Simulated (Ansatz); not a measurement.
System: Au-vacancy pair (Au on one host Mo site, one Mo site vacant) in bcc Mo (neutral cell). The step: Au and the vacancy change places (Au-vacancy distance between ideal sites 2.74 Å throughout); the atom moves 1.91 Å along (0.35, 0.35, 0.35) of the unit cell; the moving atom starts with neighbours 2 Mo at 2.72, Mo at 2.74, 4 Mo at 2.91, Mo at 2.91, Mo at 2.92, Mo at 3.15, 2 Mo at 3.41, Mo at 3.43 Å and ends with 2 Mo at 2.72, Mo at 2.74, 4 Mo at 2.91, Mo at 2.91, Mo at 2.92, Mo at 3.15, 2 Mo at 3.41, Mo at 3.43 Å. A PBE band in Ansatz (plane-wave PAW, a 2×2×3 k-point mesh shifted by half a step, 36 host sites, 22 SCF runs with any check of the saddle's order, static, no finite-size correction) gives a forward barrier of 0.38 eV. The saddle point's order was not checked, and it lies on a symmetry element of the cell, where a band can be held. Forms of the defect that were not tried may lie lower.

Single points at the band's start and saddle point can refine it. Rough cost of one point, in units of the band's mean SCF on the same machine:

| Level | Cost of one point |
|---|---|
| PBE, a 3×3×5 k-point mesh shifted by half a step | about 3 |
| r2SCAN at 500 eV, a 2×2×3 k-point mesh shifted by half a step | about 3 |

Which of these move the barrier by more than 0.1 eV, and how far does each move it?

Not one does. PBE, a 3×3×5 k-point mesh shifted by half a step: +0.07 eV; r2SCAN at 500 eV, a 2×2×3 k-point mesh shifted by half a step: +0.05 eV. Each functional is compared with PBE at the same k-points.

Ansatz is a first-principles code.
